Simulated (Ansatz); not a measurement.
Start from ZnS in the zinc blende structure (space group F-43m, No. 216; a = 5.389 Å).

Structures relaxed with r2SCAN (Ansatz, a first-principles code), no SOC.

Base:

Simulated powder pattern, Cu Kα1, λ = 1.54056 Å (kinematic, ideal powder, no thermal factors, no anomalous dispersion; the 10 strongest lines at most, above 2 %, up to 2θ = 90°):

```json
[
 {"2θ (°)": "28.67", "I/Imax (%)": "100", "hkl": "(111)"},
 {"2θ (°)": "33.22", "I/Imax (%)": "12", "hkl": "(200)"},
 {"2θ (°)": "47.69", "I/Imax (%)": "61", "hkl": "(220)"},
 {"2θ (°)": "56.60", "I/Imax (%)": "41", "hkl": "(311)"},
 {"2θ (°)": "59.36", "I/Imax (%)": "3.1", "hkl": "(222)"},
 {"2θ (°)": "69.74", "I/Imax (%)": "9.1", "hkl": "(400)"},
 {"2θ (°)": "77.08", "I/Imax (%)": "15", "hkl": "(331)"},
 {"2θ (°)": "79.47", "I/Imax (%)": "3.5", "hkl": "(420)"},
 {"2θ (°)": "88.89", "I/Imax (%)": "19", "hkl": "(422)"}
]
```

Modification: an isotropic linear strain of −1.50 %, atoms relaxed at fixed cell.

After the change:

Simulated powder pattern, Cu Kα1, λ = 1.54056 Å (kinematic, ideal powder, no thermal factors, no anomalous dispersion; the 10 strongest lines at most, above 2 %, up to 2θ = 90°):

| 2θ (°) | d (Å) | I/Imax (%) | hkl |
|---|---|---|---|
| 29.11 | 3.065 | 100 | (111) |
| 33.74 | 2.654 | 12 | (200) |
| 48.46 | 1.877 | 60 | (220) |
| 57.54 | 1.601 | 40 | (311) |
| 60.35 | 1.532 | 3.1 | (222) |
| 70.96 | 1.327 | 9.0 | (400) |
| 78.47 | 1.218 | 15 | (331) |
| 80.92 | 1.187 | 3.4 | (420) |

The indices refer to the base's conventional cell; one index is shown for lines that coincide.

Stability against distortions was not tested.
